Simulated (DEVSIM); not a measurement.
## abrupt Si n-p junction

Structure: abrupt Si n-p junction, at 250 K.

| layer (left to right) | material | thickness (μm) | Nd (cm⁻³) | Na (cm⁻³) | τn (s) | τp (s) |
|---|---|---|---|---|---|---|
| 1 | Si | 2.90 | 5.8e17 | - | 0.00012 | 0.00012 |
| 2 | Si | 250 | - | 2.1e16 | 0.00012 | 0.00012 |

Left contact: ohmic. Right contact: ohmic. Voltage is applied to the left contact. Recombination: SRH at mid-gap, Auger. Mobility is constant in doping.

Constants are typed, rounded textbook-type inputs, not results; the design itself was drawn at random and stands for no fabricated device. Values at 300 K; Nc and Nv go as T^1.5, mobilities as T to minus their exponent, the gap by Varshni's rule with the affinity fixed.

| parameter | Si |
|---|---|
| gap (eV) | 1.124 |
| affinity (eV) | 4.05 |
| permittivity | 11.7 |
| Nc (cm⁻³) | 2.86e19 |
| Nv (cm⁻³) | 3.1e19 |
| μn (cm²/Vs) | 1417 |
| μp (cm²/Vs) | 470 |
| T exponent of μn | 2.3 |
| T exponent of μp | 2.2 |
| Cn (cm⁶/s) | 2.8e-31 |
| Cp (cm⁶/s) | 9.9e-32 |
| Varshni α (eV/K) | 0.000473 |
| Varshni β (K) | 636 |

Model (solved in DEVSIM): 1D drift-diffusion, Boltzmann statistics, complete ionisation; no tunnelling, impact ionisation, image-force lowering or self-heating.

The potential step across the device at zero bias is 0.907 V, the largest field in the device at zero bias comes out as 76000 V/cm and the dark forward voltage at 1 A/cm² is 0.786 V. The dark forward voltage at 100 A/cm² is 1.029 V.

Dark forward current:

```csv
V (V),J (A/cm²)
-0.25,-4.9e-11
-0.30,-3.0e-10
-0.35,-2.5e-9
-0.40,-2.3e-8
-0.45,-2.2e-7
-0.50,-2.3e-6
-0.55,-2.3e-5
-0.60,-0.00023
-0.65,-0.0024
-0.70,-0.024
-0.75,-0.23
-0.80,-1.8
-0.85,-7.8
-0.90,-21
-0.95,-44
-1.00,-77
-1.05,-120
-1.10,-180
-1.15,-240
-1.20,-320
-1.25,-410
-1.30,-510
-1.35,-620
-1.40,-740
-1.45,-870
-1.50,-1000
-1.55,-1200
-1.60,-1300
```

Dark reverse current:

```tsv
V (V)	J (A/cm²)
0.20	2.2e-13
0.50	4.5e-13
1.00	7.6e-13
1.50	1.0e-12
2.00	1.2e-12
3.00	1.6e-12
4.00	2.0e-12
5.00	2.3e-12
6.50	2.7e-12
8.00	3.0e-12
```
